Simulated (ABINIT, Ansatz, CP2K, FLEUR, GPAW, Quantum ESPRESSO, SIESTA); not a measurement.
One structure in several programs: the (001) slab of Hf (cut from a parent of space group no. 194; 4 atoms in the cell)

Self-consistent single point.

```
CELL_PARAMETERS angstrom
      3.24250     0.00000     0.00000
     -1.62125     2.80809     0.00000
      0.00000     0.00000    19.56760
ATOMIC_POSITIONS crystal
  Hf 0.33333 0.66667 0.30663
  Hf 0.66667 0.33333 0.43554
  Hf 0.33333 0.66667 0.56446
  Hf 0.66667 0.33333 0.69337
```

Shared settings, as Ansatz (a program for electronic structure) writes them: kpoints.mp_grid.grid = 9 9 1; scf.occupations.method = gaussian; scf.occupations.width = 0.05 eV. Potentials and cutoffs stand in the table.

| code | model | largest force (eV/Å) | cutoff |
|---|---|---|---|
| ABINIT | LDA (PW92), norm-conserving pseudopotentials (PseudoDojo nc-sr-04 LDA standard) | 1.251 | 789 eV |
| Quantum ESPRESSO | LDA (PZ), GBRV 1.5 ultrasoft (LDA) pseudopotentials | 1.168 | 40 Ry |
| Ansatz | LDA (PW92), PAW files made with PBE | 1.184 | default |
| GPAW | LDA (Perdew-Wang 92), GPAW PAW datasets LDA (gpaw-data 1.0.1) | 1.177 | 600 eV |
| CP2K | LDA (Pade form), GPW, DZVP-MOLOPT-SR-GTH basis, GTH-PADE potentials (GTH_POTENTIALS) | 1.483 | grid 500 Ry |
| SIESTA | LDA PW92, numerical atomic orbitals TZP, PseudoDojo LDA standard norm-conserving potentials (rewritten from UPF to PSML) | 1.414 | grid 400 Ry |
| FLEUR | LDA (Perdew-Zunger), all-electron FLAPW (FLEUR, film geometry), scalar-relativistic valence | 1.175 | Kmax 3.8 1/bohr |

Size of the force on each atom (eV/Å): Sizes of forces hide their directions.

```tsv
code	Hf1	Hf2	Hf3	Hf4
ABINIT	1.251	0.894	0.894	1.251
Quantum ESPRESSO	1.168	0.893	0.893	1.168
Ansatz	1.184	0.888	0.888	1.184
GPAW	1.177	0.894	0.894	1.177
CP2K	1.483	0.876	0.876	1.483
SIESTA	1.413	0.908	0.908	1.414
FLEUR	1.175	0.888	0.888	1.175
```

On Ansatz's run: spin-orbit coupling is off.

The spread over the programs that give each value: largest force within 0.315 eV/Å.

CP2K and SIESTA use small atom-centred bases, whose incompleteness enters pressures, forces and empty levels differently from a plane-wave cutoff. FLEUR treats all electrons, but the usual bases taken here (sphere radii, linearisation, local orbitals, empty states) were not tested for convergence, so the values are no reference for the others. The same LDA comes in different parametrisations, which differ slightly. In the force vectors, CP2K (by 0.303) and SIESTA (by 0.233) lie more than 0.08 eV/Å from the median of the plane-wave programs.

The starting cell comes from a database of computed structures (which also holds hypothetical and non-ambient phases and stackings), without a prior relaxation at this level. The slab is cut from that crystal, and its faces are unrelaxed. Its lattice was rescaled in the plane by a random factor within 2.5 % of one.

Left out of this page: Elk (not drawn, or without a comparable value).

Keys are those of Ansatz 0.2.
